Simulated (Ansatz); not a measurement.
BaC2 (I4/mmm, No. 139, 3 atoms in the cell; start mp-1735), treated with LDA in Ansatz (PAW).

Settings: plane-wave cutoff 500 eV, 12×12×12 k mesh, gaussian smearing 0.02 eV, scalar-relativistic PAW data made under PBE.

Cell (relaxed at this level):

```yaml
crystal:
  lattice:
    - [-2.12896, 2.12896, 3.55627]
    - [2.12896, -2.12896, 3.55627]
    - [2.12896, 2.12896, -3.55627]
  atoms:
    - { symbol: Ba, position: [0.00000, 0.00000, 0.00000] }
    - { symbol: C, position: [0.58809, 0.58809, 0.00000] }
    - { symbol: C, position: [0.41191, 0.41191, 0.00000] }
```

Give the computed band gap.


- band gap = 1.22 eV (on the SCF k mesh)

Note: the relaxation could not lower the start's symmetry, so the cell can be a saddle point above a distorted one.

Spin–orbit coupling is not included.

Static lattice: no zero-point or thermal effects.

A start named mp-… is a Materials Project structure, which need not be a measured phase.

Ansatz is a first-principles code.
